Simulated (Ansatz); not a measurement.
PBE against PBEsol: Cu

Take Cu in the fcc (Cu type) structure (space group Fm-3m, No. 225; a = 3.630 Å) as the base.

(Cell as relaxed with PBE.)

Levels (all Ansatz, an electronic-structure program, PAW): PBE (420 eV, no spin-orbit coupling); PBEsol (420 eV, scalar-relativistic without spin-orbit coupling).

Each level relaxes its own structure.

```tsv
quantity	PBE	PBEsol
volume per atom	11.96 Å³	(withheld)
lattice parameter a	3.630 Å	(withheld)
band gap	zero	(withheld)
```

Question: What does PBEsol give?

Answer: 
- volume per atom, PBEsol: 11.32 Å³
- lattice parameter a, PBEsol: 3.564 Å
- band gap, PBEsol: zero

PBE's volume per atom lies 0.64 Å³ above PBEsol's (5.7 %); PBE's lattice parameter a lies 0.066 Å above PBEsol's (1.8 %); the two agree on the band gap. Neither level is exact; PBEsol is the comparison here, not a measurement.

Stability against distortions was not tested. All final runs are without spin polarisation.
